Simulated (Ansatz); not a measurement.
Take PbS in the rock salt structure (space group Fm-3m, No. 225) as the base.

```yaml
crystal:
  lattice:
    - [0.00000, 2.98711, 2.98711]
    - [2.98711, 0.00000, 2.98711]
    - [2.98711, 2.98711, 0.00000]
  atoms:
    - { symbol: S, position: [0.00000, 0.00000, 0.00000] }
    - { symbol: Pb, position: [0.50000, 0.50000, 0.50000] }
```

Cartesian axes are those of the cell as printed.

Computed with r2SCAN (Ansatz, a first-principles code), no SOC.

The change: an isotropic linear strain of +0.79 %, atoms relaxed at fixed cell.

Q: Predict the stress tensor and what it implies for the stiffness.

A: Stress of the strained cell less that of the base (GPa, compression positive):
```
  -1.30    0.00    0.00
   0.00   -1.30    0.00
   0.00    0.00   -1.30
```

Then B = −ΔP/(ΔV/V₀) with ΔV/V₀ = 0.0239 gives secant stiffness values (nonlinear terms included at this strain): B ≈ 54 GPa.

Stability against distortions was not tested.
